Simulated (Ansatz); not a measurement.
This Ansatz (a quantum-chemistry and plane-wave program) input is the reference run, CdS in the zinc blende structure (space group F-43m, No. 216), computed with PBEsol (Ansatz; PAW; 420 eV plane waves; no SOC), earlier PAW set:

Ansatz 0.2 input:
```yaml
crystal:
  lattice:
    - [0, 2.9124092603, 2.9124092603]
    - [2.9124092603, 0, 2.9124092603]
    - [2.9124092603, 2.9124092603, 0]
  atoms:
    - { symbol: S, position: [0.75, 0.75, 0.75] }
    - { symbol: Cd, position: [0, 0, 0] }
basis: { ecutwfc: 420, ecutrho_ratio: 4, xc_grid: 2, fft_grid_basis: typed }
kpoints: { mp_grid: { grid: [10, 10, 10] } }
hamiltonian:
  xc: pbesol
  dispersion: none
  pseudopotentials: { azcp: { folder: ./paw }, kind: paw }
scf: { occupations: { method: fermi_dirac, width: 0.05 }, convergence: { dr2_threshold: 0.0000000002 } }
output: { forces: true, stress: true }
```

Task: Write the input for this change: uniaxial stress, 2 GPa tension along z; all other stress components relax to zero.

Result: 
Ansatz 0.2 input:
```yaml
crystal:
  lattice:
    - [0, 2.9124092603, 2.9124092603]
    - [2.9124092603, 0, 2.9124092603]
    - [2.9124092603, 2.9124092603, 0]
  atoms:
    - { symbol: S, position: [0.75, 0.75, 0.75] }
    - { symbol: Cd, position: [0, 0, 0] }
basis: { ecutwfc: 420, ecutrho_ratio: 4, xc_grid: 2, fft_grid_basis: typed }
kpoints: { mp_grid: { grid: [10, 10, 10] } }
hamiltonian:
  xc: pbesol
  dispersion: none
  pseudopotentials: { azcp: { folder: ./paw }, kind: paw }
scf: { occupations: { method: fermi_dirac, width: 0.05 } }
relax: { f_tol: 0.005, max_steps: 50, cell: { stress_tol: 0.01, sigma_target: [0, 0, -2, 0, 0, 0] } }
output: { forces: true, stress: true }
checkpoint: { write: state.ck, write_every: 1000 }
```
This is the input that was run.

Load acts through the strain it causes; cell and atoms are relaxed under it. sigma_target is in GPa, compression positive, in the order xx, yy, zz, yz, xz, xy. Stability under load was not tested beyond the relaxation.
